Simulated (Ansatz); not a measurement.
Input:

End structure of a constructed model of the (000-1) surface of 4H silicon carbide, C-terminated, (√3x√3)R30° Al adatom at H3 (bottom of the slab: 3 H on 3 bottom sites):

```yaml
crystal:
  lattice:
    - [4.64113, 2.67956, 0.00000]
    - [-4.64113, 2.67956, 0.00000]
    - [0.00000, 0.00000, 27.00000]
  atoms:
    - { symbol: Si, position: [0.00000, 0.33333, 0.35573] }
    - { symbol: Si, position: [0.33333, 0.00000, 0.35573] }
    - { symbol: Si, position: [0.66667, 0.66667, 0.35573] }
    - { symbol: C, position: [0.00000, 0.00000, 0.37922] }
    - { symbol: C, position: [0.33333, 0.66667, 0.37922] }
    - { symbol: C, position: [0.66667, 0.33333, 0.37922] }
    - { symbol: Si, position: [0.00000, 0.99950, 0.44936] }
    - { symbol: Si, position: [0.33284, 0.66667, 0.44936] }
    - { symbol: Si, position: [0.66716, 0.33383, 0.44936] }
    - { symbol: C, position: [0.00000, 0.66667, 0.47337] }
    - { symbol: C, position: [0.33333, 0.33333, 0.47235] }
    - { symbol: C, position: [0.66667, 0.00000, 0.47235] }
    - { symbol: Si, position: [0.00000, 0.66667, 0.54433] }
    - { symbol: Si, position: [0.33333, 0.33333, 0.54258] }
    - { symbol: Si, position: [0.66667, 0.00000, 0.54258] }
    - { symbol: C, position: [0.00000, 0.00417, 0.56660] }
    - { symbol: C, position: [0.33751, 0.66667, 0.56660] }
    - { symbol: C, position: [0.66249, 0.32916, 0.56660] }
    - { symbol: Si, position: [0.00000, 0.01578, 0.63711] }
    - { symbol: Si, position: [0.34911, 0.66667, 0.63711] }
    - { symbol: Si, position: [0.65089, 0.31755, 0.63711] }
    - { symbol: C, position: [0.00000, 0.34631, 0.66036] }
    - { symbol: C, position: [0.32036, 0.98702, 0.66036] }
    - { symbol: C, position: [0.67964, 0.66667, 0.66036] }
    - { symbol: H, position: [0.00000, 0.33274, 0.30018] }
    - { symbol: H, position: [0.33392, 0.00059, 0.30018] }
    - { symbol: H, position: [0.66608, 0.66667, 0.30018] }
    - { symbol: Al, position: [0.00000, 0.66667, 0.69965] }
```

Model: 28-atom slab, 10.8 Å thick at the start with caps and adatoms (thin: gaps and levels are the slab's own), 6x6x1 mesh, Fermi-Dirac 0.025 eV, dipole correction, 6 atoms held, the rest relaxed; start symmetry kept, larger cells not searched; no spin, no spin-orbit, no U. In PBE it is, or lies within 0.01 eV a 1x1 cell of, the lowest of the 2 structures of its composition computed so far; subsurface sites and larger cells were not tried.

Task: Predict the highest filled level below the top vacuum level from Ansatz (a program for electronic structure) with PBE.

Result: 4.24 eV

Task: Estimate the gap of the slab on its k-mesh that PBE returns for this input.

Result: 1.44 eV
